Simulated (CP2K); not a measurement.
Checking a run of CP2K on Li2Mg (Cmcm, 6 atoms in the cell). The aim is a self-consistent single point with DFT PBEsol, GPW, DZVP-MOLOPT-PBE-GTH basis, GTH-PBE potentials (POTENTIAL_UZH).

Cell that was meant: a = 5.2992 Å, b = 5.2992 Å, c = 5.0708 Å, α = 90.00°, β = 90.00°, γ = 59.50°.

Part of the input:

```
      EPS_DEFAULT 1E-10
    &END QS
    &MGRID
      CUTOFF 60
      REL_CUTOFF 60
      NGRIDS 5
    &END MGRID
```

Log, with long lists cut:

```
 GLOBAL| Method name                                                        CP2K
   [... lines left out ...]
                        No outer SCF

 Extrapolation method: initial_guess

 Number of electrons:                                                         32
 Number of occupied orbitals:                                                 16
 Number of molecular orbitals:                                                22

 Number of orbital functions:                                                 42
 Number of independent orbital functions:                                     42
 SCF WAVEFUNCTION OPTIMIZATION

  Step     Update method      Time    Convergence         Total energy    Change
     1 NoMix/Diag. 0.30E+00      -     2.93255734      -114.4998450342 -1.14E+02
     2 Broy./Diag. 0.30E+00      -     0.27529195      -125.4609726707 -1.10E+01
     3 Broy./Diag. 0.30E+00      -     0.29444872      -119.8450450995  5.62E+00
     4 Broy./Diag. 0.30E+00      -     0.05870837      -116.9694638739  2.88E+00
     5 Broy./Diag. 0.30E+00      -     0.05764580      -117.2282016431 -2.59E-01
     6 Broy./Diag. 0.30E+00      -     0.00918245      -117.4252243709 -1.97E-01
   [... 4 lines left out ...]
    11 Broy./Diag. 0.30E+00      -     0.00010337      -117.3238506800  5.49E-04
    12 Broy./Diag. 0.30E+00      -     0.00000839      -117.3236726821  1.78E-04
    13 Broy./Diag. 0.30E+00      -     0.00000388      -117.3237157227 -4.30E-05
    14 Broy./Diag. 0.30E+00      -     0.00000097      -117.3237312988 -1.56E-05
  *** SCF run converged in    14 steps ***

  Overlap energy of the core charge distribution:               0.00000000000000
  Self energy of the core charge distribution:               -318.20595960306235
  Core Hamiltonian energy:                                     78.95348461414400
  Hartree energy:                                             144.58972620710190
  Exchange-correlation energy:                                -22.66036531114268
  Smearing free energy correction:                             -0.00061720485519
  Fermi energy:                                                 0.06525498387778

  Total energy:                                              -117.32373129883941

 ENERGY| Total FORCE_EVAL ( QS ) energy [hartree]           -117.323722844307156

   [... lines left out ...]
 STRESS|                        x                   y                   z
 STRESS|      x       -2.48385543348E+07  -9.34107995774E+06  -8.19183405470E-05
 STRESS|      y       -9.34107995774E+06  -1.38319046625E+07   1.43354843681E-04
 STRESS|      z       -8.19183405470E-05   1.43354843681E-04  -4.99823269245E+07
 STRESS| 1/3 Trace                                            -2.95509286406E+07
```

Question: Is this run sound? If not, what is wrong?

Answer: The run is not sound. The fault is a basis or grid far too coarse for these potentials. The error of an incomplete plane-wave basis or grid does not cancel at such settings. To fix it, restore the cutoff that the potentials need and check convergence. The run converged in 14 iterations without an error; against the sound input the free energy rises by 175 eV/atom, the pressure goes from 0.25 to -2955 GPa and the largest force goes from 0.144 to 11510 eV/Å.

The sound input it was made from differs as follows (other fixes are possible):
```diff
-      CUTOFF 60
+      CUTOFF 1000
```

With that input, the run converged in 11 iterations: free energy E − TS -4245.3528 eV; Fermi level (on the code's own zero) 2.16 eV; pressure 0.25 GPa; largest force (vector length) 0.144 eV/Å (DFT PBEsol, GPW, DZVP-MOLOPT-PBE-GTH basis, GTH-PBE potentials (POTENTIAL_UZH)).

On the sound input: the starting cell comes from a database of computed structures (which also holds hypothetical and non-ambient phases and stackings), without a prior relaxation at this level. Values carry the incompleteness of an atom-centred basis. The potentials were made for another functional than the one used.
